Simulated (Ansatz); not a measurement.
**What Te → Sb does to MoTe2**

Consider MoTe2 in the 2H-MoS2 type structure (space group P6_3/mmc, No. 194; a = 3.5421 Å, c = 14.1819 Å; layered, stacked along the Cartesian z axis).

Now apply this change: Sb takes the place of Te on all its sites; the structure is relaxed again.

The values are results of r2SCAN+rVV10 (Ansatz, a program for electronic structure), without spin-orbit coupling, not measurements. k-mesh 16×16×3 (Γ-centred); smearing 0.05 eV (Fermi–Dirac), for the changed cell.

```
quantity                                     base             changed        shift
-----------------------------  ------------------  ------------------  -----------
volume per atom                          25.68 Å³            23.14 Å³     -2.54 Å³
density                                7.57 g/cm³          8.12 g/cm³  +0.55 g/cm³
lattice parameter a                       3.542 Å             3.258 Å    -0.2846 Å
c/a ratio                                   4.004               4.638       +0.634
space group                    P6_3/mmc (No. 194)  P6_3/mmc (No. 194)            –
shortest interatomic distance             2.721 Å             2.786 Å    +0.0656 Å
band gap                                  0.87 eV                zero            –
```

Final structure:

```
CELL_PARAMETERS angstrom
      3.25756     0.00000     0.00000
     -1.62878     2.82113     0.00000
      0.00000     0.00000    15.10907
ATOMIC_POSITIONS crystal
  Mo 0.33333 0.66667 0.75000
  Mo 0.66667 0.33333 0.25000
  Sb 0.33333 0.66667 0.11393
  Sb 0.66667 0.33333 0.61393
  Sb 0.66667 0.33333 0.88607
  Sb 0.33333 0.66667 0.38607
```

Spin-orbit coupling, missing from the scalar runs, can matter with Te. No phonon test of stability was made. As relaxed here, MoSb2 is a hypothetical phase, not in the database extracts checked. The final runs are not spin-polarised. MoSb2 has a high density of states at the Fermi level and may be magnetic at this level.
